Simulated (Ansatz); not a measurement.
Base system: GaN in the wurtzite structure (space group P6_3mc, No. 186; a = 3.1827 Å, c = 5.1857 Å).

Level of theory: DFT with PBEsol, PAW potentials and a 420 eV plane-wave cutoff in Ansatz (a program for electronic structure), spin-orbit coupling left out, earlier PAW set.

One change was made to it. Results:

The electron mass becomes 0.17 mₑ along c, 0.18 mₑ across (at Γ) (base: 0.16 mₑ along c, 0.17 mₑ across (at Γ)); the band gap rises by 0.14 eV to 2.02 eV; the density increases by 0.13 g/cm³, from 6.11 g/cm³ to 6.24 g/cm³; the valence-band top at Γ (three highest levels, from the VBM) becomes 0.00, 0.00, -0.05 eV (base: 0.00, 0.00, -0.04 eV); the width of the top valence band grows by 0.07 eV to 2.89 eV.

### Question
Which of these changes matches the shifts?
(A) pressure 4.2 GPa
(B) pressure 60 GPa
(C) pressure −2 GPa
(D) pressure −1 GPa

### Answer
A, pressure 4.2 GPa. For comparison, the band gap in the other runs: pressure 60 GPa gives 3.20 eV; pressure −2 GPa gives 1.81 eV; pressure −1 GPa gives 1.84 eV.

Load acts through the strain it causes; cell and atoms are relaxed under it. Masses are band curvatures over ±0.01 Å⁻¹ around the edge. No phonon test of stability was made. Measured, GaN leaves this structure (for rock salt) near 47 GPa (temperature not stated; as listed in Datta, Sujoy, Jana, Debnarayan, arXiv (2020)), on rising pressure, with hysteresis.
